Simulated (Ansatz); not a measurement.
The reference is Ta$_{2}$O$_{5}$ (space group C2, No. 5; a cell from a computed database, its experimental status unchecked).

```xyz
7
Lattice="2.9622 -2.5382 0.0000 2.9622 2.5382 0.0000 -2.6499 0.0000 5.1019" Properties=species:S:1:pos:R:3 pbc="T T T"
Ta     0.3578    -0.2037     1.4910
Ta     2.9168    -0.2037     3.6109
O      0.8132    -1.0382     3.3239
O      2.4613    -1.0382     1.7781
O     -1.4878    -0.3282     4.8789
O      4.7623    -0.3282     0.2230
O      1.6373     1.1553     2.5510
```

Levels (all Ansatz, a quantum-chemistry and plane-wave program, PAW): PBEsol (420 eV, no SOC); r2SCAN (500 eV, scalar-relativistic without spin-orbit coupling); HSE06 (420 eV, scalar-relativistic without spin-orbit coupling).

One geometry, relaxed with PBEsol, under each level:

```json
[
 {"level": "PBEsol", "band gap": "2.40 eV", "lowest conduction level above the VBM at special points": "V₂ 2.40 eV; M₂ 2.84 eV; Y₂ 2.86 eV; C 2.86 eV", "pressure": "0.00 GPa"},
 {"level": "r2SCAN", "band gap": "(withheld)", "lowest conduction level above the VBM at special points": "(withheld)", "pressure": "(withheld)"},
 {"level": "HSE06", "band gap": "3.83 eV", "lowest conduction level above the VBM at special points": "V₂ 3.83 eV; M₂ 4.34 eV; Y₂ 4.33 eV; Γ 5.01 eV", "pressure": "–"}
]
```

Question: Give the withheld r2SCAN results.

Answer: 
- r2SCAN, band gap: 2.83 eV
- r2SCAN, lowest conduction level above the VBM at special points: V₂ 2.83 eV; M₂ 3.32 eV; Y₂ 3.30 eV; C 3.31 eV
- r2SCAN, pressure: 1.16 GPa

Single points use the geometry relaxed with PBEsol. Their cutoffs differ, which shifts pressures a little. HSE06 was sampled on its mesh, a few special points and the semilocal edge points, so its gap is an upper bound. Spin-orbit coupling, missing from the scalar runs, can matter with Ta. Stability against distortions was not tested.
